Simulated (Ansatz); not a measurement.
The parent structure is AlRu in the CsCl type structure (space group Pm-3m, No. 221; relaxed with 0.1 eV smearing).

```
CELL_PARAMETERS angstrom
      2.97703     0.00000     0.00000
      0.00000     2.97703     0.00000
      0.00000     0.00000     2.97703
ATOMIC_POSITIONS crystal
  Al 0.50000 0.50000 0.50000
  Ru 0.00000 0.00000 0.00000
```

Cartesian axes are those of the cell as printed.

The values are results of Ansatz (a quantum-chemistry and plane-wave program) PBEsol, no spin-orbit coupling, not measurements.

It is then changed as follows: uniaxial strain ε_zz = −2.00 %, all other strain components held at zero; the atoms relax in the strained cell.

### Question
Predict the stress tensor and what it implies for the stiffness.

### Answer
Stress of the strained cell less that of the base (GPa, compression positive):
```
    3.4     0.0     0.0
    0.0     3.4     0.0
    0.0     0.0     7.3
```

Then −Δσ_ii/ε with ε = -0.0200 gives secant stiffness values (nonlinear terms included at this strain): C33 ≈ 363 GPa, C13 ≈ 168 GPa and C23 ≈ 168 GPa.

As a check, the harmonic strain energy −½ V₀ Δσ:ε is 6.0 meV/atom; the computed energy rise is 5.8 meV/atom.

Whether these cells are dynamically stable was not tested. All final runs are without spin polarisation.
